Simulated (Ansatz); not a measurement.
Phonon-limited resistivity of TiFe (Pm-3m) against temperature in μΩ·cm, PBEsol, DFPT electron-phonon coupling, linearised Boltzmann equation (Ansatz, a program for electronic structure), harmonic crystal at a fixed cell.

```json
[
 {"T": "50 K", "ρ": "0.092"},
 {"T": "77 K", "ρ": "0.47"},
 {"T": "100 K", "ρ": "1.03"},
 {"T": "150 K", "ρ": "[?]"},
 {"T": "200 K", "ρ": "4.2"},
 {"T": "400 K", "ρ": "[?]"},
 {"T": "500 K", "ρ": "[?]"},
 {"T": "600 K", "ρ": "15.8"},
 {"T": "800 K", "ρ": "21"}
]
```

Q: What belongs in the gaps?

A: 
- 150 K, ρ: 2.6
- 400 K, ρ: 10.2
- 500 K, ρ: 13.0

A metal at this level (no band gap). Only scattering by harmonic phonons is included (no impurities, grain boundaries, electron-electron scattering or thermal expansion). Spin-orbit coupling is left out. Halving the electron mesh (28x28x28) moves the resistivity by up to 15 %. Smearing 0.20 eV; phonons on a 5x5x5 q mesh, which this run doesn't test and which matters most at low temperature.

Formula and space group known from diffraction (Crystallography Open Database), not checked to be the room-temperature form: TiFe (Pm-3m). Treated as nonmagnetic (a ferromagnetic start lost its moment, other orders weren't tried): TiFe (Pm-3m).
